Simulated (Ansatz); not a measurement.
Base system: CdGeAs2 in the chalcopyrite structure (space group I-42d, No. 122).

```
CELL_PARAMETERS angstrom
     -2.93676     2.93676     5.61322
      2.93676    -2.93676     5.61322
      2.93676     2.93676    -5.61322
ATOMIC_POSITIONS crystal
  Cd 0.00000 0.00000 0.00000
  Cd 0.75000 0.25000 0.50000
  Ge 0.50000 0.50000 0.00000
  Ge 0.25000 0.75000 0.50000
  As 0.87500 0.85102 0.47602
  As 0.14898 0.62500 0.02398
  As 0.37500 0.39898 0.52398
  As 0.60102 0.12500 0.97602
```

Cartesian axes are those of the cell as printed.

Calculations: Kohn–Sham DFT with the LDA functional, run in Ansatz (a program for electronic structure) with PAW and 420 eV plane waves, no spin-orbit coupling.

Base values:

The shortest interatomic distance is 2.426 Å.

Modification: tensor shear ε_xz = +1.60 % (engineering shear γ = 0.0320); the atoms relax in the strained cell.

**Question.** What does the calculation give for the energy relative to the base, stress, largest internal atomic displacement and shortest interatomic distance after the change?

**Answer.** The energy rises by 3.2 meV/atom; the stress (xx, yy, zz, yz, xz, xy; compression positive) comes out as (0.02, 0.00, 0.02, 0.00, -1.34, 0.00) GPa; the largest internal atomic displacement amounts to 0.028 Å; the shortest interatomic distance shrinks by 0.010 Å (2.426 Å → 2.416 Å).

No phonon test of stability was made.
